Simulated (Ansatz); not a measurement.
Base system: TiAl (space group P4/mmm, No. 123; a = 2.824 Å, c = 4.071 Å).

The values are results of PBE (Ansatz, a quantum-chemistry and plane-wave program, PAW, no SOC), not measurements.

For the base:

- Lattice parameter a = 2.824 Å

Now apply this change: cell and atoms relaxed at a pressure of 4.2 GPa.

Estimate the effect on the lattice parameter a.

The lattice parameter a decreases by 0.032 Å, from 2.824 Å to 2.792 Å.

Load acts through the strain it causes; cell and atoms are relaxed under it. No phonon test of stability was made. The final runs are not spin-polarised.
